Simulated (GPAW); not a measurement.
Worked example: self-consistent single point of NaCl (Fm-3m, 2 atoms in the cell) in GPAW.

Method of the run: PBE, GPAW PAW datasets PBE (gpaw-data 1.0.1) (plane waves; GPAW 25.7.0).

The change in words: lattice scaled by 0.98. Reference geometry:
```xyz
2
Lattice="0.0000 2.7508 2.7508 2.7508 0.0000 2.7508 2.7508 2.7508 0.0000" Properties=species:S:1:pos:R:3 pbc="T T T"
Na     0.0000     0.0000     0.0000
Cl     2.7508     2.7508     2.7508
```

Reference input (self-consistent single point, DFT PBE, plane waves, GPAW PAW datasets PBE (gpaw-data 1.0.1)): mode = pw; ecut = 850 eV; xc = PBE; kpts = 8 8 8; mesh shift (steps) = 0 0 0; occupations.name = fermi-dirac; occupations.width = 0.02 eV; nbands = -8; convergence.forces = 0.001 eV/Å; convergence.bands = -6; symmetry.symmorphic = false; symmetry.tolerance = 0.0005. This run's input differs from it in these lines:

```diff
@@ -5,5 +5,5 @@
 atoms = Atoms(['Na', 'Cl'],
-              cell=[[0.000000, 2.750757, 2.750757],
-                    [2.750757, 0.000000, 2.750757],
-                    [2.750757, 2.750757, 0.000000]],
+              cell=[[0.000000, 2.695742, 2.695742],
+                    [2.695742, 0.000000, 2.695742],
+                    [2.695742, 2.695742, 0.000000]],
               scaled_positions=[[0.000000, 0.000000, 0.000000],
```

The program printed (abridged):

```
     iter     time        total  log10-change:
                         energy   eigst   dens  force
iter:   1 --:--:--    -6.728235   +0.85
iter:   2 --:--:--    -6.715537   -0.22  -1.35
iter:   3 --:--:--    -6.660912   -1.46  -1.38
iter:   4 --:--:--    -6.669033   -2.47  -1.65
iter:   5 --:--:--    -6.671043   -2.85  -1.85
iter:   6 --:--:--    -6.670972c  -4.25  -3.05
iter:   7 --:--:--    -6.671024c  -5.06  -3.10
iter:   8 --:--:--    -6.671029c  -5.34  -3.20
iter:   9 --:--:--    -6.671029c  -6.65  -4.04c
iter:  10 --:--:--    -6.671025c  -6.86  -4.07c
iter:  11 --:--:--    -6.671025c  -8.23c -4.90c
iter:  12 --:--:--    -6.671025c  -9.48c -5.15c -23.68c
Converged after 12 iterations.

Dipole moment: (-0.000000, -0.000000, -0.000000) |e|*Ang

Energy contributions relative to reference atoms: (reference = -16973.559893)

Kinetic:        +12.681726
Potential:      -11.689183
External:        +0.000000
XC:              -7.701285
Entropy (-ST):   -0.000000
Local:           +0.037716
SIC:             +0.000000
--------------------------
Free energy:     -6.671025
Extrapolated:    -6.671025

Showing only first 2 kpts
 Kpt  Band  Eigenvalues  Occupancy
  0     5      0.36374    2.00000
  0     6      0.36374    2.00000
  0     7      6.05531    0.00000
  0     8     11.49691    0.00000

  1     5      0.24061    2.00000
  1     6      0.24061    2.00000
  1     7      6.79102    0.00000
  1     8     10.63733    0.00000

Fermi level: 2.65158

Gap: 5.692 eV
Transition (v -> c):
  (s=0, k=0, n=6, [0.00, 0.00, 0.00]) -> (s=0, k=0, n=7, [0.00, 0.00, 0.00])
No difference between direct/indirect transitions
Energy (eV): -6.671025

Forces in eV/Ang:
  0 Na    0.00000    0.00000   -0.00000
  1 Cl    0.00000    0.00000    0.00000

Stress tensor:
    -0.035475    -0.000000    -0.000000
    -0.000000    -0.035475     0.000000
    -0.000000     0.000000    -0.035475
Stress (GPa, Voigt): [-5.6838 -5.6838 -5.6838  0.     -0.     -0.    ]
```

The run converged in 12 iterations. GPAW prints stress with tension positive. Against the reference run the free energy goes up by 33.2 meV/atom, the pressure goes from 3.10 to 5.68 GPa and the gap on the mesh goes from 5.418 to 5.692 eV.

The starting cell comes from a database of computed structures (which also holds hypothetical and non-ambient phases and stackings), without a prior relaxation at this level. Its lattice was rescaled by a random factor within 2.5 % of one. For this run, on top of that: lattice scaled by 0.98. With a pressure of about 6 GPa the cell is away from its equilibrium volume at this level.

Cost on one core of a shared machine: roughly 30 s.
